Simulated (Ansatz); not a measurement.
Start from CdS in the wurtzite structure (space group P6_3mc, No. 186; a = 4.197 Å, c = 6.830 Å). Axes: x lies along a and z along c of the hexagonal cell.

Method: Kohn–Sham DFT with the PBE functional, run in Ansatz (a quantum-chemistry and plane-wave program) with PAW and 420 eV plane waves, no SOC, earlier PAW set.

For the base:

- Valence-band top at Γ = 0.00, 0.00, -0.04 eV
- Pressure = 0.00 GPa

Perturbation: tensile biaxial strain of 0.56 % in the plane normal to [001], as in epitaxy on a mismatched substrate; the out-of-plane cell vector and the atoms relax.

Question: What happens to the valence-band top at Γ, out-of-plane strain and pressure?

Answer: The valence-band top at Γ (three highest levels, from the VBM) becomes 0.00, 0.00, -0.01 eV (base: 0.00, 0.00, -0.04 eV); the out-of-plane strain comes out as -0.49 %; the pressure (mean of the normal stresses, compression positive) goes from zero to -0.33 GPa.

The levels and masses belong to the bands next to the band gap. Stability against distortions was not tested.
